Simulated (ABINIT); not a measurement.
**Pressure against volume in fluorite-structure HfO2 (space group 225) (ABINIT, PBE)**

```yaml
crystal:
  lattice:
    - [0.00000, 2.49484, 2.49484]
    - [2.49484, 0.00000, 2.49484]
    - [2.49484, 2.49484, 0.00000]
  atoms:
    - { symbol: Hf, position: [0.00000, 0.00000, 0.00000] }
    - { symbol: O, position: [0.25000, 0.25000, 0.25000] }
    - { symbol: O, position: [0.75000, 0.75000, 0.75000] }
```

Computed with PBE, norm-conserving pseudopotentials (PseudoDojo nc-sr-05 PBE standard) (plane waves; ABINIT). Settings: pseudos = [Hf.upf, O.upf]; ecut = 55 Ha; ixc = 11; occopt = 3; tsmear = 0.01 eV; ngkpt = 11 11 11; nshiftk = 1; shiftk = 0 0 0; potentials = PseudoDojo nc-sr-05 PBE standard; nband = 17; kptopt = 1; nstep = 80; tolvrs = 1e-10. The cell above is the first row's. The rows scale it uniformly. In all rows fractional positions and the k mesh are held.

```
V (Å^3/atom)  P (GPa)
------------  -------
10.352              ?
10.577           8.69
10.802           2.97
11.027          -2.16
11.252          -6.77
11.477         -10.91
11.703         -14.62
11.928         -17.96
12.153         -20.95
```

The 8 complete rows are fitted with a cubic, P against V. With u = V - 11.4, the rows have u = -0.8230, -0.5980, -0.3730, -0.1480, 0.0770, 0.3030, 0.5280, 0.7530. Least squares gives P = -9.542 - 18.0458·u + 4.3889·u² - 0.7273·u³. Residuals (row less fit): 0.002, -0.004, 0.003, 0.003, -0.004, 0.007, -0.006, 0.002; standard error 0.006 (degrees of freedom: 4). The fitted pressure is zero at V0 = 10.93, where dP/dV = -22.66, so B0 = -V0·dP/dV = 248 GPa.

**Question.** Estimate the missing P (V = 10.352); what did the run itself give?

**Answer.** u = -1.0480, so P = -9.542 - 18.0458 × (-1.0480) + 4.3889 × (-1.0480)² - 0.7273 × (-1.0480)³ = 15.027 GPa. The calculation gives 15.06 GPa, 0.033 GPa above the prediction (0.1 % of the range of P in the table). The row lies outside the fitted rows, so this is an extrapolation. From the scatter of the fitted rows alone, a prediction at this place has a standard error of 0.016 GPa, so the miss is 2.0 times that.

Carrying the step between the two nearest rows on in a straight line would have given 14.41, off by 0.65; series whose last step already gives the withheld value aren't shown. The scan was laid around a cell of about the measured size, scaled by a guess for this functional. This is a high-temperature phase, held here by symmetry. The runs keep the symmetry of the cell, so they don't test it for distortions. Spin-orbit coupling is off. Cutoffs and mesh are single choices, not tested for convergence of this quantity. Series with a scatter that would blur these digits, or in which a gap closes, are not shown.
